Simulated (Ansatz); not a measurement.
Worked example: relaxation of the atoms of LuTlSe2 (R3m, 4 atoms in the cell) in Ansatz (a program for electronic structure).

Method of the run: LDA (PW92), default PAW files made with PBE (plane waves; Ansatz).

The change in words: one atom moved by 0.15 angstrom; relax: default → atoms; relax.f_tol: default → 0.001 eV/Å. Reference geometry:
```
CELL_PARAMETERS angstrom
      2.04566     1.18107     7.76154
     -2.04566     1.18107     7.76154
      0.00000    -2.36213     7.76154
ATOMIC_POSITIONS crystal
  Lu 0.00000 0.00000 0.00000
  Tl 0.50000 0.50000 0.50000
  Se 0.73314 0.73314 0.73314
  Se 0.26686 0.26686 0.26686
```

Reference input (self-consistent single point, DFT, LDA (PW92), plane waves, default PAW files made with PBE): basis.ecutwfc = 420 eV; kpoints.mp_grid.grid = 7 7 7; hamiltonian.xc = lda; hamiltonian.pseudopotentials = {kind: paw} (the program's default PAW files); scf.occupations.method = fixed. This run's input differs from it in these lines:

```diff
@@ -7,3 +7,3 @@
   atoms:
-    - { symbol: Lu, position: [0.000000, 0.000000, 0.000000] }
+    - { symbol: Lu, position: [0.006442, 0.006442, 0.006442] }
     - { symbol: Tl, position: [0.500000, 0.500000, 0.500000] }
@@ -20,2 +20,4 @@
   occupations: { method: fixed }
+relax:
+  f_tol: 0.001
 output:
```

Output (repeated stretches shortened):

```
   [... SCF lines of the steps left out ...]
relax step   1: F+E_penalty+E_count = -36411.08594508 eV  Δ(F+E_penalty+E_count) = +0.000e0 eV  max|allowed force component| = 1.320e0 eV/Å  Δτ_max = 0.0000 Å  (8 SCF iters, dr2 threshold 1.00e-7 eV, accepted)
relax step   2: F+E_penalty+E_count = -36411.13336042 eV  Δ(F+E_penalty+E_count) = -4.742e-2 eV  max|allowed force component| = 9.530e-1 eV/Å  Δτ_max = 0.1955 Å  (8 SCF iters, dr2 threshold 1.00e-4 eV, accepted)
   [... lines left out ...]
relax step   6: F+E_penalty+E_count = -36411.18589038 eV  Δ(F+E_penalty+E_count) = -2.605e-4 eV  max|allowed force component| = 1.105e-2 eV/Å  Δτ_max = 0.0068 Å  (6 SCF iters, dr2 threshold 1.00e-7 eV, accepted)
relax step   7: F+E_penalty+E_count = -36411.18600724 eV  Δ(F+E_penalty+E_count) = -1.169e-4 eV  max|allowed force component| = 1.102e-3 eV/Å  Δτ_max = 0.0113 Å  (7 SCF iters, dr2 threshold 7.63e-9 eV, accepted)
relax step   8: F+E_penalty+E_count = -36411.18600817 eV  Δ(F+E_penalty+E_count) = -9.325e-7 eV  max|allowed force component| = 1.082e-4 eV/Å  Δτ_max = 0.0010 Å  (6 SCF iters, accepted)
the relaxation is at rest under the 6 symmetry operations that the run kept from its start: a minimum is not shown …
Free energy (F): -36411.186008 eV
Internal energy: -36411.186008 eV  (E = F + TS)
E sigma→0 (E₀):  -36411.186008 eV
Fermi energy:    9.174661 eV
--- Forces (eV/Å), atoms counted from 1 ---
  atom   1  Lu     0.00000000     0.00000000     0.00000924
  atom   2  Tl    -0.00000000    -0.00000000    -0.00010481
  atom   3  Se     0.00000000     0.00000000     0.00005994
  atom   4  Se     0.00000000     0.00000000     0.00004913
--- Stress (GPa, compression-positive) ---
       -3.685187       0.000000       0.000000
        0.000000      -3.685187      -0.000000
   [... lines left out ...]
  atoms:
    - { symbol: Lu, position: [0.0016102120211987634, 0.0016102120211987634, 0.0016102120211987613] }
    - { symbol: Tl, position: [0.5016148846896886, 0.5016148846896886, 0.5016148846896887] }
    - { symbol: Se, position: [0.7343494760273125, 0.7343494760273125, 0.7343494760273125] }
    - { symbol: Se, position: [0.2688674272617999, 0.2688674272617999, 0.2688674272617999] }
```

The run converged. 

Summary of the result:
* **Free energy E − TS (on the zero of these files)**: -36411.1860 eV
* **Top of the valence band (on the code's own zero)**: 9.17 eV
* **Gap on the k-point mesh**: 0.99 eV
* **Pressure**: -3.77 GPa
* **Relaxation steps**: 8

The starting cell comes from a database of computed structures (which also holds hypothetical and non-ambient phases and stackings), without a prior relaxation at this level. Its lattice was rescaled by up to half a per cent. For this run, on top of that: one atom moved by 0.15 angstrom. Spin-orbit coupling is off. The relaxation keeps the symmetry of its start, so its end need not be a minimum. Ansatz's pressure includes its estimate of the finite-basis (Pulay) stress.

Cost on one core of a shared machine: roughly 3 min.

Keys are those of Ansatz 0.2.
